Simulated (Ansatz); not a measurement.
Consider CuAu (space group P4/mmm, No. 123; a = 2.813 Å, c = 3.593 Å; relaxed with 0.1 eV smearing). Axes: x, y, z lie along a, b, c of the conventional cell.

Method: Ansatz (a quantum-chemistry and plane-wave program) PBEsol, scalar-relativistic without spin-orbit coupling.

Modification: uniaxial strain ε_zz = +2.00 %, all other strain components held at zero, atoms relaxed at fixed cell.

Question: What happens to the stress and energy relative to the base?

Answer: The stress (xx, yy, zz, yz, xz, xy; compression positive) is (-3.0, -3.0, -3.5, 0.0, 0.0, 0.0) GPa; the energy grows by 3.2 meV/atom.

No phonon test of stability was made. All final runs are without spin polarisation.
